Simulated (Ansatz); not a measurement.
TiB2: stress against strain

TiB2 (AlB2 type, P6/mmm, 8.558 Å³/atom at rest, c along z) under an equal strain ε in the (0001) plane with the normal axis free, as in a coherent film. PBE in Ansatz, a plane-wave DFT program (PAW, default set), 420 eV, 22×22×18 Γ-centred mesh, Fermi-Dirac smearing 0.10 eV; ions are relaxed within the symmetry of each cell. Stress is positive for a compressed cell.

Here s stands for strain and y for stress xx.

```
strain (%)  stress xx (GPa)
----------  ---------------
-1.50                 10.69
-1.00                  6.99
-0.50                  3.43
0.00                   0.01
0.50                  -3.29
1.00                  -6.46
1.50                  -9.51
3.00                      ?
```

The 7 complete rows are fitted with a straight line, y against s. Means: s 0, y 0.266. About the means, the sum of products is -47.110 and the sum of squares of s is 7.0000; the slope is their ratio. Least squares gives y = 0.266 - 6.7300·s. Residuals (row less fit): 0.329, -0.006, -0.201, -0.256, -0.191, 0.004, 0.319; standard error 0.266 (degrees of freedom: 5). The slope gives the biaxial elastic modulus of this plane = 673 ± 10 GPa.

Problem. Estimate the missing y (s = 3.00); what did the run itself give?

Solution. y = 0.266 - 6.7300 × 3.0 = -19.924 GPa. The calculation gives -17.96 GPa, 1.964 GPa above the prediction (6.9 % of the range of y in the table). The row lies outside the fitted rows, so this is an extrapolation. From the scatter of the fitted rows alone, a prediction at this place has a standard error of 0.414 GPa, so the miss is 4.7 times that.

One order more, fitted to all 13 runs of the series, follows each within 0.05, so the miss is the next term of a smooth law. In a metal these values are sensitive to mesh and smearing; energies are taken to zero smearing, stresses follow the free energy. Rows are the converged runs of the series near zero and its far end; series whose fitted rows scatter by over a few per cent of the range, as at a crossing or softening among them, aren't shown in this form. Most that stay on the fit to the last digits aren't either.
